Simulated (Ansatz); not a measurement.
The reference is ZrB₂ (space group P6/mmm, No. 191; a = 3.155 Å, c = 3.506 Å; relaxed with 0.1 eV smearing). Axes: x lies along a and z along c of the hexagonal cell.

Level of theory: DFT with PBEsol, PAW potentials and a 420 eV plane-wave cutoff in Ansatz (a first-principles code), no spin-orbit coupling.

Base values:

| Item | Result |
|---|---|
| Pressure | 0.0 GPa |
| Shortest interatomic distance | 1.822 Å |

Perturbation: uniaxial strain ε_xx = +2.50 %, all other strain components held at zero; the atoms relax in the strained cell.

Task: How does this affect the pressure and shortest interatomic distance?

Result: The pressure (mean of the normal stresses, compression positive) goes from zero to -5.9 GPa; the shortest interatomic distance drops by 0.0043 Å (1.822 Å → 1.817 Å).

Whether these cells are dynamically stable was not tested. All final runs are without spin polarisation.
